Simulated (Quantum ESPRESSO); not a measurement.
## Equation of state of rutile-structure ZnF2 (space group 136): energy against volume (Quantum ESPRESSO, PBE)

```
CELL_PARAMETERS angstrom
      4.61643     0.00000     0.00000
      0.00000     4.61643     0.00000
      0.00000     0.00000     3.07435
ATOMIC_POSITIONS crystal
  Zn 0.00000 0.00000 0.00000
  Zn 0.50000 0.50000 0.50000
  F  0.30300 0.30300 0.00000
  F  0.80300 0.19700 0.50000
  F  0.19700 0.80300 0.50000
  F  0.69700 0.69700 0.00000
```

Level of theory: PBE, GBRV 1.5 ultrasoft (PBE) pseudopotentials (plane waves; Quantum ESPRESSO). Settings: ecutwfc = 65 Ry; ecutrho = 325 Ry; occupations = smearing; smearing = fd; degauss = 0.000734986 Ry; potentials = {Zn: zn_pbe_v1.uspp.F.UPF, F: f_pbe_v1.4.uspp.F.UPF}; K_POINTS = automatic 7 7 10 0 0 0; conv_thr = 1e-10 Ry; mixing_beta = 0.3. The cell above is the first row's. The rows scale it uniformly. In all rows fractional positions and the k mesh are held. E is the free energy at the stated smearing, counted from the lowest row.

```csv
V (Å^3/atom),E (meV/atom)
10.920,53.16
11.157,33.86
11.395,19.37
11.632,9.19
11.869,2.86
12.107,0.00
12.344,0.24
12.581,3.26
12.819,?
```

**Question.** Using the third-order Birch-Murnaghan form, a cubic in V^(-2/3), estimate the missing E at V = 12.819 from the other rows, showing the fit.

**Answer.** With u = V^(-2/3) - 0.194, the rows have u = 0.009166, 0.006279, 0.003480, 0.000789, -0.001813, -0.004340, -0.006775, -0.009134. Least squares gives E = 6.909 + 2687.04·u + 253845·u² + 373646·u³. Residuals (row less fit): 0.007, -0.021, 0.020, 0.003, -0.010, 0.002, 0.000, 0.001; standard error 0.016 (degrees of freedom: 4). Its minimum lies at u = -0.005356, so V0 = (0.188644)^(-3/2) = 12.20. There d²E/du² = 495700 and d³E/du³ = 2242000, so B0 = (4/9) × 12.20^(-7/3) × 495700 × 0.160218 = 103 GPa (the last factor turns the table's units into GPa), and B0' = 4 + (2/3) × 0.188644 × (2242000)/495700 = 4.6. The program's pressures in the fitted runs (not shown) pass through zero at V = 12.19, 0.13 % from this V0. At the withheld row, u = -0.011430, so E = 6.909 + 2687.04 × (-0.011430) + 253845 × (-0.011430)² + 373646 × (-0.011430)³ = 8.802 meV/atom. The calculation gives 8.77 meV/atom, 0.032 meV/atom below the prediction (0.1 % of the range of E in the table). The row lies outside the fitted rows, so this is an extrapolation. From the scatter of the fitted rows alone, a prediction at this place has a standard error of 0.039 meV/atom, so the miss is 0.8 times that.

Carrying the step between the two nearest rows on in a straight line would have given 6.29, off by 2.48; series whose last step already gives the withheld value aren't shown. The scan was laid around a cell of about the measured size, scaled by a guess for this functional; axis ratios and inner coordinates come from that cell. The runs keep the symmetry of the cell, so they don't test it for distortions. The shape of the cell and the inner coordinates aren't relaxed, so V0 and B0 belong to this uniform scaling; a relaxed crystal lies no higher in energy and is usually softer (forces reach 0.12 eV/Å in these rows). Cutoffs and mesh are single choices, not tested for convergence of this quantity. Series with a scatter that would blur these digits, or in which a gap closes, are not shown. Nor are scans whose minimum lies at an end fitted in this form.
